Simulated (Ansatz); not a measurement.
Take PbS in the zinc blende structure (space group F-43m, No. 216; a hypothetical phase, not in the database extracts checked) as the base.

```
PbS
1.0
    0.00000     3.27150     3.27150
    3.27150     0.00000     3.27150
    3.27150     3.27150     0.00000
S Pb
1 1
Direct
  0.75000   0.75000   0.75000
  0.00000   0.00000   0.00000
```

Levels (all Ansatz, a program for electronic structure, PAW): PBEsol (420 eV, without spin-orbit coupling); PBEsol+SOC (420 eV, spin-orbit coupling included).

The geometry is relaxed with PBEsol.

| Property | Result |
|---|---|
| PBEsol electron mass | 1.7 mₑ along k, 0.35 mₑ across (at X) |
| PBEsol smallest direct gap | 1.15 eV |
| PBEsol lowest conduction level above the VBM at special points | X 0.63 eV; K 1.74 eV; U 1.74 eV; Γ 2.40 eV |

With PBEsol+SOC at the same geometry, the electron mass goes from 1.7 mₑ along k, 0.35 mₑ across (at X) to 2.1 mₑ along k, 0.38 mₑ across (at X); the smallest direct gap shrinks by 0.11 eV, from 1.15 eV to 1.04 eV; the lowest conduction level above the VBM at special points becomes X 0.55 eV; K 1.44 eV; U 1.44 eV; Γ 1.19 eV (PBEsol: X 0.63 eV; K 1.74 eV; U 1.74 eV; Γ 2.40 eV).

Single points use the geometry relaxed with PBEsol. The spin-orbit shifts are approximate. Spin-orbit coupling, missing from the scalar runs, can matter with Pb. Masses are band curvatures over ±0.01 Å⁻¹ around the edge. Along k means along the line from Γ to the band edge. Whether these cells are dynamically stable was not tested.
